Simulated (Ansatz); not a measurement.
Start from CdTe in the zinc blende structure (space group F-43m, No. 216; a = 6.558 Å). Axes: x, y, z lie along the cube axes.

Calculations: r2SCAN in Ansatz (plane waves to 500 eV, PAW, without spin-orbit coupling).

A first run, uniaxial strain ε_xx = +0.81 %, gives secant values C11 ≈ 51 GPa and C12 ≈ 34 GPa from its stress. A second run applies isotropic strain −1.09 %.

Task: What does linear elasticity predict for the bulk modulus −ΔP/(ΔV/V₀) in the second run, and what does the run give?

Result: Linear elasticity: (C11 + 2 C12)/3 = 40 GPa. The run gives 44 GPa; any difference comes from nonlinear terms at these strains and numerical noise.

Stability against distortions was not tested.

Ansatz is a program for electronic structure.
